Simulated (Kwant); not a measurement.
System: quantum point contact (saddle potential) in a CdTe two-dimensional gas. Effective mass 0.096 mₑ, grid spacing 5 nm, hard walls, nominal width 100 nm (19 grid rows, so walls 100 nm apart), one parabolic valley, scattering region 300 nm long along x; energies count from the band bottom; Fermi energy 0.00718 eV. Potential (V0 + ½k y²) cos²(πx/L) for |x| < L/2, with V0 swept from 0.007539 to 0 eV, k = 1.1e-05 eV/nm², L = 230 nm.

The device is made up for the run: typed textbook-type constants, with dimensions and the other settings drawn at random.

Kwant, effective-mass tight-binding model on a square grid, one spin, coherent transport at 0 K. Conductance is in e²/h.

### Question
Compare with the saddle-point formula G = Σ 1/(1 + exp(−2π(E − V0 − ħωy(n + ½))/ħωx)), taking ħωy = ħ√(k/m) and ħωx from the curvature along x of V0 plus half of the mode's confinement energy.

### Answer
ħωy = 2.95 meV; at V0 = 6.12 meV the lowest mode has ħωx = 1.43 meV.

```
V0 (meV)  formula  simulation
--------  -------  ----------
7.10       0.0031      0.0029
6.12         0.14        0.14
5.14         0.94        0.94
4.15         1.00        1.00
3.17         1.11        1.12
2.19         1.96        1.96
```

The formula takes a parabolic saddle in the continuum; the run has the full potential on a grid.
